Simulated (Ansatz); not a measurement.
C on the 1x1 (110) surface of bcc Mo, one in a 3x3 cell, energies for each (63.6 Å²). Energies are against an atom of graphite, without zero-point or thermal terms; each row is named by its start.

The numbers are results of PBE (plane waves to 420 eV, PAW; Ansatz, a program for electronic structure), not measurements.

Set-up: 37 atoms, 6.5 Å thick at the start under the adsorbate (thin: gaps and levels are the slab's own); mesh 4x4x1; 0.1 eV smearing; dipole correction on; 18 atoms held, the rest relaxed; each run with such symmetry as its start has; spin where the adsorbate may keep a moment, no spin-orbit, no U, no dispersion correction.

A negative adsorption energy means that the adsorbate is more stable on the surface than in its reference. Starts that drift may end in the same place. Heights count from the host atoms within 0.3 Å of the top one.

```json
[
 {"starting site": "top Mo", "E_ads (eV)": "…", "height (Å)": "1.86", "nearest host atom (Å)": "Mo 1.80", "bonded to": "Mo", "Δ work function (eV)": "0.49", "lateral drift (Å)": "0.0", "moment (μB)": "0.0"},
 {"starting site": "hollow Mo-Mo-Mo", "E_ads (eV)": "-0.03", "height (Å)": "…", "nearest host atom (Å)": "Mo 1.99", "bonded to": "5 Mo", "Δ work function (eV)": "0.11", "lateral drift (Å)": "0.6", "moment (μB)": "–"}
]
```

Question: What belongs in the gaps?

Answer: 
- top Mo, E_ads (eV): 2.99
- hollow Mo-Mo-Mo, height (Å): 0.41
